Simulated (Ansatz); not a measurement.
Take La₂PI₂ (space group P-3m1, No. 164; a cell from a computed database, its experimental status unchecked; layered, stacked along the Cartesian z axis) as the base.

```
La2PI2
1.0
    4.32222     0.00000     0.00000
   -2.16111     3.74315     0.00000
    0.00000     0.00000    10.91178
La P I
2 1 2
Direct
  0.33333   0.66667   0.85214
  0.66667   0.33333   0.14786
  0.00000   0.00000   0.00000
  0.66667   0.33333   0.65691
  0.33333   0.66667   0.34309
```

Level of theory: plane-wave PAW DFT at the r2SCAN+rVV10 level (Ansatz, an electronic-structure program, 500 eV), no spin-orbit coupling.

Base values:

```
Item                             Value
-----------------------------  -------
In-plane lattice parameter a   4.322 Å
Shortest interatomic distance  2.972 Å
```

The change: a free-standing slab of 1 layer (5 atoms, 5 a layer) is cut normal to the stacking axis, with 15 Å of vacuum and the in-plane cell relaxed.

### Question
What happens to the excess energy per area of both faces?

### Answer
The excess energy per area of both faces (slab less bulk energy over the cell's area: twice a surface energy) comes out as 0.21 J/m² (uncertain by up to 0.05 J/m²).

### Question
Estimate the effect on the thickness between the outermost nuclei.

### Answer
The thickness between the outermost nuclei comes out as 7.49 Å.

### Question
How does this affect the in-plane lattice parameter a?

### Answer
The in-plane lattice parameter a stays essentially unchanged (4.322 Å against 4.323 Å).

### Question
What happens to the shortest interatomic distance?

### Answer
The shortest interatomic distance remains 2.972 Å.

Slab and bulk use different k-meshes, which limits the precision of the excess energy. Whether these cells are dynamically stable was not tested. The final runs are not spin-polarised. An odd electron count without spin: La2PI2.
